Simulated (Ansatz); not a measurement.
# Ti3Al: pressure series

The reference is Ti3Al (space group P6_3/mmc, No. 194; a = 5.755 Å, c = 4.655 Å).

Cell and atoms are relaxed at each pressure.

Computed with Ansatz (an electronic-structure program) PBE, no spin-orbit coupling, earlier PAW set.

Two rows of this table had their results exchanged by mistake.

```json
[
 {"pressure": "pressure −2 GPa", "volume per atom (Å³)": "17.00", "shortest distance (Å)": "2.842", "band gap": "zero"},
 {"pressure": "pressure −1 GPa", "volume per atom (Å³)": "16.84", "shortest distance (Å)": "2.833", "band gap": "zero"},
 {"pressure": "pressure 3 GPa", "volume per atom (Å³)": "16.28", "shortest distance (Å)": "2.800", "band gap": "zero"},
 {"pressure": "pressure 7 GPa", "volume per atom (Å³)": "15.79", "shortest distance (Å)": "2.770", "band gap": "zero"},
 {"pressure": "pressure 15 GPa", "volume per atom (Å³)": "10.99", "shortest distance (Å)": "2.443", "band gap": "zero"},
 {"pressure": "pressure 30 GPa", "volume per atom (Å³)": "13.85", "shortest distance (Å)": "2.644", "band gap": "zero"},
 {"pressure": "pressure 50 GPa", "volume per atom (Å³)": "12.75", "shortest distance (Å)": "2.570", "band gap": "zero"},
 {"pressure": "pressure 75 GPa", "volume per atom (Å³)": "11.75", "shortest distance (Å)": "2.499", "band gap": "zero"},
 {"pressure": "pressure 100 GPa", "volume per atom (Å³)": "14.99", "shortest distance (Å)": "2.719", "band gap": "zero"}
]
```

**Question.** Which two?

**Answer.** The rows for pressure 15 GPa and pressure 100 GPa: the volume has to fall steadily with pressure, so 14.99 Å³ belongs to pressure 15 GPa and 10.99 Å³ to pressure 100 GPa.

Load acts through the strain it causes; cell and atoms are relaxed under it. Whether these cells are dynamically stable was not tested. No other phases were tried under pressure. The final runs are not spin-polarised.
